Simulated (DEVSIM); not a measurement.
Device: Ru/SiO2/p-Si capacitor, at 300 K.

```tsv
layer (left to right)	material	thickness (nm)	Na (cm⁻³)
1	SiO2	1.10	-
2	Si	3800	2.3e16
```

Metal gate on the left, work function 4.7 eV. Fixed charge at the semiconductor interface -9e10 cm⁻² (in units of +e); interface traps 1e12 cm⁻² eV⁻¹, uniform in energy, neutral level at 0.5 of the gap above the valence band.

The device is made up for the run: typed textbook-type constants, with dimensions and the other settings drawn at random. Values at 300 K.

```csv
parameter,SiO2,Si
gap (eV),9,1.124
affinity (eV),0.9,4.05
permittivity,3.9,11.7
Nc (cm⁻³),-,2.86e19
Nv (cm⁻³),-,3.1e19
```

DEVSIM, 1D Poisson equation in equilibrium, Boltzmann statistics, complete ionisation; no quantum confinement or tunnelling. Metal contacts follow the ideal Schottky-Mott rule: no Fermi-level pinning, no interface dipoles.

### Question
Tabulate band edges, carrier densities and field at 0.2 V on the gate.

### Answer
Energies count from the Fermi level of the right contact; mesh points crowd at the junctions.

| x (μm) | Ec (eV) | Ev (eV) | n (cm⁻³) | p (cm⁻³) | field (V/cm) |
|---|---|---|---|---|---|
| 0.000 | 3.600 | -5.400 | < 1e2 | < 1e2 | 250000 |
| 0.0005683 | 3.614 | -5.386 | < 1e2 | < 1e2 | 250000 |
| 0.001181 | 0.477 | -0.647 | 2.7e11 | 4.3e8 | 56000 |
| 0.002385 | 0.484 | -0.640 | 2.1e11 | 5.5e8 | 55000 |
| 0.006255 | 0.505 | -0.619 | 9.3e10 | 1.2e9 | 54000 |
| 0.01281 | 0.540 | -0.584 | 2.5e10 | 4.7e9 | 51000 |
| 0.02615 | 0.605 | -0.519 | 1.9e9 | 6.0e10 | 47000 |
| 0.06536 | 0.761 | -0.363 | 4700000 | 2.5e13 | 33000 |
| 0.1332 | 0.904 | -0.220 | 19000 | 6.2e15 | 10000 |
| 0.2714 | 0.937 | -0.187 | 5100 | 2.3e16 | 94 |
| 0.5529 | 0.938 | -0.186 | 5100 | 2.3e16 | ≈ 0 |
| 1.380 | 0.938 | -0.186 | 5100 | 2.3e16 | ≈ 0 |
| 2.493 | 0.938 | -0.186 | 5100 | 2.3e16 | ≈ 0 |
| 3.159 | 0.938 | -0.186 | 5100 | 2.3e16 | ≈ 0 |
| 3.553 | 0.938 | -0.186 | 5100 | 2.3e16 | ≈ 0 |
| 3.676 | 0.938 | -0.186 | 5100 | 2.3e16 | ≈ 0 |
| 3.740 | 0.938 | -0.186 | 5100 | 2.3e16 | ≈ 0 |
| 3.772 | 0.938 | -0.186 | 5100 | 2.3e16 | ≈ 0 |
| 3.791 | 0.938 | -0.186 | 5100 | 2.3e16 | ≈ 0 |
| 3.796 | 0.938 | -0.186 | 5100 | 2.3e16 | ≈ 0 |
| 3.799 | 0.938 | -0.186 | 5100 | 2.3e16 | ≈ 0 |
| 3.801 | 0.938 | -0.186 | 5100 | 2.3e16 | ≈ 0 |
